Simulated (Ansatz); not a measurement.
InSb, element substitutions

Take InSb in the zinc blende structure (space group F-43m, No. 216; a = 6.635 Å) as the base.

Each row replaces one element on all its sites; cell and atoms are relaxed.

The values are results of plane-wave PAW DFT at the PBE level (Ansatz, an electronic-structure program, 420 eV), no SOC, not measurements.

### Question
Only one of these has a band gap. Which?
(A) In → Ga
(B) Sb → P
(C) Sb → Nb

### Answer
B, Sb → P. Computed: In → Ga: zero; Sb → Nb: zero; Sb → P: 0.44 eV

With Sb present, leaving out spin-orbit coupling can change the band edges. Whether these cells are dynamically stable was not tested. As relaxed here, NbIn is a hypothetical phase, not in the database extracts checked. The final runs are not spin-polarised. NbIn has a high density of states at the Fermi level and may be magnetic at this level. A zero or small gap of GaSb and InSb can be the functional's error rather than a property of the material.
